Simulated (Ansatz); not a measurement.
**Ta2Pd3Se8 (Pbam, No. 55, 26 atoms in the cell; start mp-18010): smallest direct gap on the k points sampled by level of theory**

No measured value is used here.

| level (code) | value (eV) |
|---|---|
| LDA (Ansatz) | 0.68 |
| PBEsol (Ansatz) | 0.70 |
| r²SCAN (Ansatz) | 0.86 |
| HSE06 (Ansatz) | 1.18 |

At these levels the smallest gap is indirect and lower: LDA 0.51, PBEsol 0.55, r²SCAN 0.73, HSE06 1.11 eV. Computed values are for a static lattice. Levels without +SOC have no spin–orbit coupling; where heavier elements are present it shifts gaps, mostly down, and can invert bands.  Values are at the PBEsol cell. Cutoffs and k meshes differ between the levels. Ansatz's density-functional and Hartree–Fock values are scalar-relativistic unless marked +SOC, with PAW data made under PBE.

A start named mp-… is a Materials Project structure, which need not be a measured phase.

Ansatz is a quantum-chemistry and plane-wave program.
